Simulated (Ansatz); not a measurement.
Base system: BAs in the zinc blende structure (space group F-43m, No. 216; a = 4.768 Å). Axes: x, y, z lie along the cube axes.

Now apply this change: uniaxial stress, 8 GPa compression along x, with the cell and atoms free to relax against it.

Levels (all Ansatz, a quantum-chemistry and plane-wave program, PAW): PBEsol (420 eV, without spin-orbit coupling); r2SCAN (500 eV, without spin-orbit coupling).

The geometry is relaxed with PBEsol.

| Property | Value |
|---|---|
| PBEsol lowest conduction level above the VBM at special points | M 0.70 eV; X 1.22 eV; S₀ 1.24 eV; S 1.24 eV |
| PBEsol pressure | 2.67 GPa |
| PBEsol electron mass | 1.1 mₑ along k, 0.21 mₑ across (off the special points) |

With r2SCAN at the same geometry, the lowest conduction level above the VBM at special points changes from M 0.70 eV; X 1.22 eV; S₀ 1.24 eV; S 1.24 eV to M 0.98 eV; X 1.48 eV; S₀ 1.54 eV; S 1.54 eV; the pressure rises by 1.57 GPa, from 2.67 GPa to 4.24 GPa; the electron mass changes from 1.1 mₑ along k, 0.21 mₑ across (off the special points) to 1.0 mₑ along k, 0.21 mₑ across (off the special points).

Single points use the geometry relaxed with PBEsol. Their cutoffs differ, which shifts pressures a little. The levels and masses belong to the bands next to the band gap. Load acts through the strain it causes; cell and atoms are relaxed under it. Masses are band curvatures over ±0.01 Å⁻¹ around the edge. Along k means along the line from Γ to the band edge. Stability under load was not tested beyond the relaxation. Labels are those of the standard path for the cell's own space group.
